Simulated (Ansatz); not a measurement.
Start from Pd in the fcc (Cu type) structure (space group Fm-3m, No. 225; a = 3.878 Å; relaxed with 0.1 eV smearing). Axes: x, y, z lie along the cube axes.

Level of theory: PBEsol in Ansatz (plane waves to 420 eV, PAW, no SOC).

The change: uniaxial strain ε_zz = −2.50 %, all other strain components held at zero, atoms relaxed at fixed cell.

Problem. Predict the stress tensor and what it implies for the stiffness.

Solution. Stress of the strained cell less that of the base (GPa, compression positive):
```
    5.0     0.0     0.0
    0.0     5.0     0.0
    0.0     0.0     6.7
```

Then −Δσ_ii/ε with ε = -0.0250 gives secant stiffness values (nonlinear terms included at this strain): C33 ≈ 266 GPa, C13 ≈ 199 GPa and C23 ≈ 199 GPa.

As a check, the harmonic strain energy −½ V₀ Δσ:ε is 7.6 meV/atom; the computed energy rise is 7.4 meV/atom.

Stability against distortions was not tested. The final runs are not spin-polarised.

Ansatz is a first-principles code.
